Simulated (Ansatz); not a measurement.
Start from BeTe in the zinc blende structure (space group F-43m, No. 216; a = 5.604 Å).

Computed with DFT with PBEsol, PAW potentials and a 420 eV plane-wave cutoff in Ansatz (an electronic-structure program), spin-orbit coupling left out.

For the base:

The electron mass is 1.4 mₑ along k, 0.25 mₑ across (at X) and the hole mass comes out as 0.20, 0.33, 0.33 mₑ (at Γ). The gap character is indirect, Γ → X and the band gap is 1.84 eV.

The change: every Te is replaced by S, then cell and atoms are relaxed.

Tabulated Pauling electronegativity and covalent radius: Te 2.10, 1.38 Å; S 2.58, 1.05 Å.

Task: Predict the new electron mass, hole mass, gap character and band gap.

Result: The electron mass changes from 1.4 mₑ along k, 0.25 mₑ across (at X) to 0.80 mₑ along k, 0.28 mₑ across (at X); the hole mass (degenerate bands, along [100]) becomes 0.33, 0.55, 0.55 mₑ (at Γ) (base: 0.20, 0.33, 0.33 mₑ (at Γ)); the gap character remains indirect, Γ → X; the band gap goes up by 1.07 eV to 2.91 eV.

With Te present, leaving out spin-orbit coupling can change the band edges. Masses are band curvatures over ±0.01 Å⁻¹ around the edge. Along k means along the line from Γ to the band edge. Whether these cells are dynamically stable was not tested.
